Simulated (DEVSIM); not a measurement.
Structure: Pt/TiO2/n-InP capacitor, at 300 K.

Layer 1 from the left is TiO2, thickness (nm) 3.60. Layer 2 from the left is InP, thickness (nm) 2500, Nd (cm⁻³) 6.2e16.

Metal gate on the left, work function 5.6 eV. Fixed charge at the semiconductor interface -2.9e10 cm⁻² (in units of +e); no interface traps.

This is a model device: material constants are rounded textbook-type values typed into the input, and sizes, dopings and lifetimes were drawn at random. Values at 300 K.

TiO2: gap (eV) 3.2, affinity (eV) 3.9, permittivity 60. InP: gap (eV) 1.344, affinity (eV) 4.38, permittivity 12.5, Nc (cm⁻³) 5.7e17, Nv (cm⁻³) 1.1e19.

Estimate by hand the flat-band voltage, the threshold voltage, and compare with a numerical solution.


- Flat-band voltage: C = 14.8 μF/cm², work-function difference 1.163 V; VFB = φms − qNf/C = 1.16 V; numerical 1.16 V.
- Threshold voltage: φF = 0.576 V, depletion charge √(4εqNφF) = 1.59e-7 C/cm²; VT = VFB − 2φF − Qd/C = 0.00 V; numerical 0.00 V.

Simulated with DEVSIM: 1D Poisson equation in equilibrium, Boltzmann statistics, complete ionisation; no quantum confinement or tunnelling. Metal contacts follow the ideal Schottky-Mott rule: no Fermi-level pinning, no interface dipoles.
